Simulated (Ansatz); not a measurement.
# InPd3 in the Cu3Au type structure (space group Pm-3m, No. 221; a cell from a computed database, its experimental status unchecked)

```xyz
4
Lattice="3.9699 0.0000 0.0000 0.0000 3.9699 0.0000 0.0000 0.0000 3.9699" Properties=species:S:1:pos:R:3 pbc="T T T"
In     0.0000     0.0000     0.0000
Pd     1.9849     1.9849     0.0000
Pd     0.0000     1.9849     1.9849
Pd     1.9849     0.0000     1.9849
```

Method: DFT with PBEsol, PAW potentials and a 420 eV plane-wave cutoff in Ansatz (a first-principles code), no SOC. k-mesh 12×12×12 (Γ-centred); smearing 0.05 eV (Fermi–Dirac).

| Quantity | Result |
|---|---|
| Volume per atom | 15.64 Å³ |
| Density | 11.52 g/cm³ |
| Band gap | zero |
| Total energy | -6561.787 eV/atom (σ→0; compares only within this code and set-up) |

No phonon test of stability was made. All final runs are without spin polarisation.
